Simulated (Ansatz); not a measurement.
Ansatz (a quantum-chemistry and plane-wave program) run on CoGe (P2_13, 8 atoms in the cell): self-consistent single point.

Method: LDA (PW92), default PAW files made with PBE (plane waves; Ansatz).

```
CELL_PARAMETERS angstrom
      4.57947     0.00000     0.00000
      0.00000     4.57947     0.00000
      0.00000     0.00000     4.57947
ATOMIC_POSITIONS crystal
  Co 0.13683 0.13683 0.13683
  Co 0.36317 0.86317 0.63683
  Co 0.63683 0.36317 0.86317
  Co 0.86317 0.63683 0.36317
  Ge 0.83981 0.83981 0.83981
  Ge 0.66019 0.16019 0.33981
  Ge 0.33981 0.66019 0.16019
  Ge 0.16019 0.33981 0.66019
```

Reference input (self-consistent single point, DFT, PBEsol, plane waves, default PAW files made with PBE): basis.ecutwfc = 420 eV; kpoints.mp_grid.grid = 5 5 5; hamiltonian.xc = pbesol; hamiltonian.pseudopotentials = {kind: paw} (the program's default PAW files); scf.occupations.method = gaussian; scf.occupations.width = 0.1 eV. This run's input differs from it in these lines:

Ansatz 0.2 input:
```diff
@@ -21,3 +21,3 @@
 hamiltonian:
-  xc: pbesol
+  xc: lda
   pseudopotentials:
```

The program printed (abridged):

```
SCF iter   1: F=—  HF=-37116.546887 eV  |F-HF|=—  |Δ(HF+E_count)|=         —  Δρ=1.94e-2  dr2=1.58e-1  ethr=1.77e-3  ⟨swp⟩=5.5  Hψ=2696  notcnv=0  defer=22
all-band conjugate gradients solve this SCF's bands
preconditioner: auto → Resta (q_TF=auto, 2.847 Å⁻¹)
SCF iter   2: F=—  HF=-37116.519659 eV  |F-HF|=—  |Δ(HF+E_count)|=   2.72e-2  Δρ=6.37e-3  dr2=1.88e-2  ethr=1.28e-4  ⟨swp⟩=2.9  Hψ=1458  notcnv=0  defer=42
   [... lines left out ...]
SCF iter   5: F=—  HF=-37116.516638 eV  |F-HF|=—  |Δ(HF+E_count)|=   6.71e-5  Δρ=2.32e-4  dr2=4.40e-5  ethr=1.89e-7  ⟨swp⟩=2.0  Hψ=1150  notcnv=0  defer=42
SCF iter   6: F=—  HF=-37116.516633 eV  |F-HF|=—  |Δ(HF+E_count)|=   4.98e-6  Δρ=6.61e-5  dr2=1.92e-6  ethr=3.55e-8  ⟨swp⟩=2.0  Hψ=1191  notcnv=0  defer=42
SCF iter   7: F=—  HF=-37116.516633 eV  |F-HF|=—  |Δ(HF+E_count)|=   6.19e-7  Δρ=2.07e-5  dr2=2.57e-7  ethr=1.55e-9  ⟨swp⟩=2.0  Hψ=1458  notcnv=0  defer=42
SCF iter   8: F=-37116.516633 eV  HF=-37116.516633 eV  |F-HF|=3.30e-8  |Δ(HF+E_count)|=   5.00e-8  Δρ=6.85e-6  dr2=3.30e-8  ethr=8.06e-11  ⟨swp⟩=8.7  Hψ=3413  notcnv=0
SCF 1 converged in 8 iterations: F = -37116.516633 eV  dr2 = 3.30e-8
Free energy (F): -37116.516633 eV
Internal energy: -37116.503281 eV  (E = F + TS)
E sigma→0 (E₀):  -37116.509957 eV
Entropy (-TS):   -0.013352 eV (-1.669 meV/atom)
Fermi energy:    17.443393 eV
--- Forces (eV/Å), atoms counted from 1 ---
  atom   1  Co    -0.04015414    -0.04015414    -0.04015414
  atom   2  Co     0.04015414     0.04015414    -0.04015414
  atom   3  Co    -0.04015414     0.04015414     0.04015414
  atom   4  Co     0.04015414    -0.04015414     0.04015414
  atom   5  Ge    -0.04432239    -0.04432239    -0.04432239
  atom   6  Ge     0.04432239     0.04432239    -0.04432239
  atom   7  Ge    -0.04432239     0.04432239     0.04432239
  atom   8  Ge     0.04432239    -0.04432239     0.04432239
--- Stress (GPa, compression-positive) ---
       -6.806825      -0.000000      -0.000000
       -0.000000      -6.806825       0.000000
       -0.000000       0.000000      -6.806825
  P = ⅓ Tr σ = -6.8068 GPa (-68.068 kbar)
  The stress holds the Pulay correction. Without it, at fixed plane waves, as pw.x and ABINIT print it: P = -6.9451 GPa
```

The run converged in 8 iterations. Against the reference run the pressure goes from -1.24 to -6.81 GPa and the largest force goes from 0.033 to 0.077 eV/Å.

The starting cell comes from a database of computed structures (which also holds hypothetical and non-ambient phases and stackings), without a prior relaxation at this level. Spin polarisation is off. With a pressure of about -7 GPa the cell is away from its equilibrium volume at this level. Ansatz's pressure includes its estimate of the finite-basis (Pulay) stress.
